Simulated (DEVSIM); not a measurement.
System: W/AlN/SiO2/n-Si capacitor, at 250 K.

Layer 1 from the left is AlN, thickness (nm) 8.30. Layer 2 from the left is SiO2, thickness (nm) 0.990. Layer 3 from the left is Si, thickness (nm) 490, Nd (cm⁻³) 1.4e18.

Metal gate on the left, work function 4.6 eV. Fixed charge at the semiconductor interface -1.1e11 cm⁻² (in units of +e); no interface traps.

This is a model device: material constants are rounded textbook-type values typed into the input, and sizes, dopings and lifetimes were drawn at random. Values at 300 K; Nc and Nv go as T^1.5, mobilities as T to minus their exponent, the gap by Varshni's rule with the affinity fixed.

AlN: gap (eV) 6.1, affinity (eV) 1.9, permittivity 8.5. SiO2: gap (eV) 9, affinity (eV) 0.9, permittivity 3.9. Si: gap (eV) 1.124, affinity (eV) 4.05, permittivity 11.7, Nc (cm⁻³) 2.86e19, Nv (cm⁻³) 3.1e19, Varshni α (eV/K) 0.000473, Varshni β (K) 636.

Model (solved in DEVSIM): 1D Poisson equation in equilibrium, Boltzmann statistics, complete ionisation; no quantum confinement or tunnelling. Metal contacts follow the ideal Schottky-Mott rule: no Fermi-level pinning, no interface dipoles.

### Question
What does the simulation give for the minimum of the low-frequency capacitance, the flat-band voltage?

### Answer
minimum of the low-frequency capacitance 0.246 μF/cm²; flat-band voltage 0.52 V.
